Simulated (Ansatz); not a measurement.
**CaC6 (R-3m, No. 166, 7 atoms in the cell)**

Computed with HSE06 in Ansatz (PAW).

Settings: plane-wave cutoff 460 eV, 8×8×8 k mesh, Fermi–Dirac smearing 0.05 eV, scalar-relativistic PAW data made under PBE.

Cell (relaxed at this level):

```cif
data_C6Ca
_chemical_formula_sum 'Ca1 C6'
_space_group_name_H-M_alt 'P 1'
_space_group_IT_number 1
_cell_length_a 5.13537
_cell_length_b 5.13537
_cell_length_c 5.13537
_cell_angle_alpha 49.678
_cell_angle_beta 49.678
_cell_angle_gamma 49.678
loop_
_space_group_symop_operation_xyz
  'x, y, z'
loop_
_atom_site_label
_atom_site_type_symbol
_atom_site_fract_x
_atom_site_fract_y
_atom_site_fract_z
_atom_site_occupancy
Ca1 Ca 0.00000 0.00000 0.00000 1
C1 C 0.16676 0.83324 0.50000 1
C2 C 0.50000 0.16676 0.83324 1
C3 C 0.83324 0.50000 0.16676 1
C4 C 0.83324 0.16676 0.50000 1
C5 C 0.50000 0.83324 0.16676 1
C6 C 0.16676 0.50000 0.83324 1
```

```json
{
  "band_gap": "none"
}
```

Note: the relaxation could not lower the start's symmetry, so the cell can be a saddle point above a distorted one.

Ansatz is a first-principles code.
